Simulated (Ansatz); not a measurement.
Consider Hf in the hcp (Mg type) structure (space group P6_3/mmc, No. 194; relaxed with 0.1 eV smearing).

```
Hf
1.0
    3.15810     0.00000     0.00000
   -1.57905     2.73500     0.00000
    0.00000     0.00000     5.00450
Hf
2
Cartesian
  1.57905   0.91167   3.75337
  0.00000   1.82333   1.25112
```

The values are results of plane-wave PAW DFT at the PBEsol level (Ansatz, an electronic-structure program, 420 eV), no spin-orbit coupling, not measurements.

Before the change:

The pressure is 0.0 GPa.

Modification: the cell is scaled by 0.9900 in all directions; the atoms relax in the strained cell.

**Question.** Estimate the effect on the energy relative to the base and pressure.

**Answer.** The energy goes up by 7.1 meV/atom; the pressure (mean of the normal stresses, compression positive) goes from zero to 3.6 GPa.

Whether these cells are dynamically stable was not tested. All final runs are without spin polarisation.
